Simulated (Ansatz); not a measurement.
A self-consistent single point of ZnP (P6_3mc, 4 atoms in the cell) with Ansatz (a quantum-chemistry and plane-wave program).

Level of theory: PBEsol, PAW files made with PBE (plane waves; Ansatz).

The change in words: lattice scaled by 0.98. Reference geometry:
```
CELL_PARAMETERS angstrom
      3.63466     0.00000     0.00000
     -1.81733     3.14771     0.00000
      0.00000     0.00000     6.91407
ATOMIC_POSITIONS crystal
  Zn 0.33333 0.66667 0.35584
  Zn 0.66667 0.33333 0.85584
  P  0.33333 0.66667 0.01916
  P  0.66667 0.33333 0.51916
```

Reference input (self-consistent single point, DFT, PBEsol, plane waves, PAW files made with PBE): kpoints.mp_grid.grid = 10 10 5; hamiltonian.xc = pbesol; hamiltonian.pseudopotentials = {kind: paw} (the program's default PAW files); scf.occupations.method = gaussian; scf.occupations.width = 0.2 eV. This run's input differs from it in these lines:

```diff
@@ -2,5 +2,5 @@
   lattice:
-    - [3.63466000, 0.00000000, 0.00000000]
-    - [-1.81733000, 3.14770800, 0.00000000]
-    - [0.00000000, 0.00000000, 6.91407000]
+    - [3.56196700, 0.00000000, 0.00000000]
+    - [-1.78098300, 3.08475400, 0.00000000]
+    - [0.00000000, 0.00000000, 6.77578900]
   atoms:
```

The program printed (abridged):

```
SCF iter   1: F=—  HF=-8041.706652 eV  |F-HF|=—  |Δ(HF+E_count)|=         —  Δρ=3.81e-2  dr2=8.55e-1  ethr=3.10e-3  ⟨swp⟩=6.4  Hψ=5179  notcnv=0
all-band conjugate gradients solve this SCF's bands
preconditioner: auto → Kerker (q_TF=auto, 2.394 Å⁻¹)
SCF iter   2: F=—  HF=-8041.540176 eV  |F-HF|=—  |Δ(HF+E_count)|=   1.66e-1  Δρ=2.04e-2  dr2=1.86e-1  ethr=2.52e-3  ⟨swp⟩=2.0  Hψ=2006  notcnv=0  defer=9
   [... lines left out ...]
SCF iter   6: F=—  HF=-8041.479195 eV  |F-HF|=—  |Δ(HF+E_count)|=   8.37e-5  Δρ=3.62e-4  dr2=6.54e-5  ethr=1.02e-6  ⟨swp⟩=2.3  Hψ=1552  notcnv=0  defer=10
SCF iter   7: F=—  HF=-8041.479188 eV  |F-HF|=—  |Δ(HF+E_count)|=   7.43e-6  Δρ=6.24e-5  dr2=2.02e-6  ethr=1.92e-7  ⟨swp⟩=3.0  Hψ=1647  notcnv=0  defer=10
SCF iter   8: F=—  HF=-8041.479190 eV  |F-HF|=—  |Δ(HF+E_count)|=   2.50e-6  Δρ=1.93e-5  dr2=1.76e-7  ethr=5.95e-9  ⟨swp⟩=2.5  Hψ=1596  notcnv=0  defer=10
SCF iter   9: F=-8041.479190 eV  HF=-8041.479190 eV  |F-HF|=3.83e-9  |Δ(HF+E_count)|=   1.24e-7  Δρ=3.15e-6  dr2=7.67e-9  ethr=2.94e-10  ⟨swp⟩=8.0  Hψ=4823  notcnv=0
SCF 1 converged in 9 iterations: F = -8041.479190 eV  dr2 = 7.67e-9
Free energy (F): -8041.479190 eV
Internal energy: -8041.442073 eV  (E = F + TS)
E sigma→0 (E₀):  -8041.460632 eV
Entropy (-TS):   -0.037117 eV (-9.279 meV/atom)
Fermi energy:    6.683609 eV
--- Forces (eV/Å), atoms counted from 1 ---
  atom   1  Zn     0.00000000     0.00000000    -0.07766218
  atom   2  Zn     0.00000000    -0.00000000    -0.07766218
  atom   3  P     -0.00000000     0.00000000     0.07766011
  atom   4  P      0.00000000    -0.00000000     0.07766011
--- Stress (GPa, compression-positive) ---
        0.235775      -0.000000       0.000000
       -0.000000       0.235775       0.000000
        0.000000       0.000000       1.522763
  P = ⅓ Tr σ = 0.6648 GPa (6.648 kbar)
  The stress holds the Pulay correction. Without it, at fixed plane waves, as pw.x and ABINIT print it: P = 0.6207 GPa
```

The run converged in 9 iterations. Against the reference run the free energy drops by 11.6 meV/atom, the pressure goes from -3.61 to 0.66 GPa and the largest force goes from 0.020 to 0.078 eV/Å.

The starting cell comes from a database of computed structures (which also holds hypothetical and non-ambient phases and stackings), without a prior relaxation at this level. For this run, on top of that: lattice scaled by 0.98. Ansatz's pressure includes its estimate of the finite-basis (Pulay) stress. The run gives no clean gap (levels at the Fermi energy touch, overlap or are partly filled at this smearing), which alone does not show that the compound is a metal.

Keys are those of Ansatz 0.2.
